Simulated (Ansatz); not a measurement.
Start from CdSe in the zinc blende structure (space group F-43m, No. 216; a = 6.1333 Å).

Computed with DFT with r2SCAN, PAW potentials and a 500 eV plane-wave cutoff in Ansatz (a program for electronic structure), without spin-orbit coupling.

Base values:

```
Quantity                  Result
---------------  ---------------
Band gap                 1.04 eV
Electron mass    0.093 mₑ (at Γ)
Volume per atom         28.84 Å³
```

Modification: S takes the place of Se on all its sites, then cell and atoms are relaxed.

Tabulated Pauling electronegativity and covalent radius: Se 2.55, 1.20 Å; S 2.58, 1.05 Å.

Q: What happens to the band gap?

A: The band gap rises by 0.50 eV to 1.54 eV.

Q: Predict the new electron mass.

A: The electron mass goes from 0.093 mₑ (at Γ) to 0.15 mₑ (at Γ).

Q: How does this affect the volume per atom?

A: The volume per atom drops by 3.455 Å³ to 25.38 Å³.

Effective masses come from finite differences of ±0.01 Å⁻¹. No phonon test of stability was made.
